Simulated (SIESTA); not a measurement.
SIESTA run on Na (Im-3m, 1 atom in the cell): self-consistent single point.

Method: GGA PBE, numerical atomic orbitals DZP, PseudoDojo PBE standard norm-conserving potentials (rewritten from UPF to PSML) (SIESTA).

The change in words: lattice scaled by 0.98. Reference geometry:
```yaml
crystal:
  lattice:
    - [-2.13000, 2.13000, 2.13000]
    - [2.13000, -2.13000, 2.13000]
    - [2.13000, 2.13000, -2.13000]
  atoms:
    - { symbol: Na, position: [0.00000, 0.00000, 0.00000] }
```

Reference input (self-consistent single point, DFT, GGA PBE, numerical atomic orbitals DZP, PseudoDojo PBE standard norm-conserving potentials (rewritten from UPF to PSML)): XC.functional = GGA; XC.authors = PBE; potentials = PseudoDojo PBE standard; PAO.BasisSize = DZP; PAO.EnergyShift = 0.01 Ry; MeshCutoff = 300 Ry; kgrid.MonkhorstPack = 9 9 9; OccupationFunction = FD; ElectronicTemperature = 1160.45 K; MaxSCFIterations = 150; SCF.Mixer.Method = Pulay; SCF.Mixer.Weight = 0.2. This run's input differs from it in these lines:

```diff
@@ -11,5 +11,5 @@
 %block LatticeVectors
-    -2.130000000    2.130000000    2.130000000
-     2.130000000   -2.130000000    2.130000000
-     2.130000000    2.130000000   -2.130000000
+    -2.087400000    2.087400000    2.087400000
+     2.087400000   -2.087400000    2.087400000
+     2.087400000    2.087400000   -2.087400000
 %endblock LatticeVectors
```

Log, with long lists cut:

```
        iscf     Eharris(eV)        E_KS(eV)     FreeEng(eV)     dDmax    Ef(eV) dHmax(eV)
   scf:    1    -1243.320511    -1243.237594    -1243.250488  0.526872 -3.130622  2.252958
   scf:    2    -1243.254782    -1243.246282    -1243.259156  0.013957 -3.153274  1.717178
   scf:    3    -1243.267626    -1243.257806    -1243.270614  0.042645 -3.225410  0.016618
   scf:    4    -1243.257777    -1243.257793    -1243.270599  0.001949 -3.232704  0.062956
   scf:    5    -1243.257815    -1243.257805    -1243.270614  0.001512 -3.230461  0.000694
mix: Pulay -- inversion failed, > SVD [rank/size] 2 / 4
   scf:    6    -1243.257805    -1243.257805    -1243.270614  0.000017 -3.230436  0.000007
mix: Pulay -- inversion failed, > SVD [rank/size] 2 / 5
   scf:    7    -1243.257805    -1243.257805    -1243.270614  0.000001 -3.230436  0.000003
SCF Convergence by DM+H criterion
max |DM_out - DM_in|         :     0.0000007714
max |H_out - H_in|      (eV) :     0.0000034201
SCF cycle converged after 7 iterations

Using DM_out to compute the final energy and forces

siesta: E_KS(eV) =            -1243.2578

siesta: E_KS - E_eggbox =     -1243.2578

siesta: Atomic forces (eV/Ang):
     1   -0.000000   -0.000000    0.000000
   Tot   -0.000000   -0.000000    0.000000
   Max    0.000000
   Res    0.000000    sqrt( Sum f_i^2 / 3N )
   Max    0.000000    constrained

Stress tensor Voigt[x,y,z,yz,xz,xy] (kbar):       -4.92       -4.92       -4.92        0.30        0.30        0.30
(Free)E + p*V (eV/cell)    -1243.1589
Target enthalpy (eV/cell)    -1243.2706

siesta: Program's energy decomposition (eV):
siesta: FreeEng =     -1243.270614

siesta: Stress tensor (static) (eV/Ang**3):
siesta:    -0.003072    0.000185    0.000185
siesta:     0.000185   -0.003072    0.000185
siesta:     0.000185    0.000185   -0.003072

siesta: Cell volume =         36.381201 Ang**3

siesta: Pressure (static):
siesta:                Solid            Molecule  Units
siesta:           0.00003345          0.00003345  Ry/Bohr**3
siesta:           0.00307163          0.00307163  eV/Ang**3
siesta:           4.92129134          4.92129134  kBar
```

The run converged in 7 iterations. Against the reference run the free energy rises by 3.0 meV/atom and the pressure goes from -0.04 to 0.49 GPa.

The starting cell has typed, rounded lattice constants, without a prior relaxation at this level. For this run, on top of that: lattice scaled by 0.98. Values carry the incompleteness of an atom-centred basis.
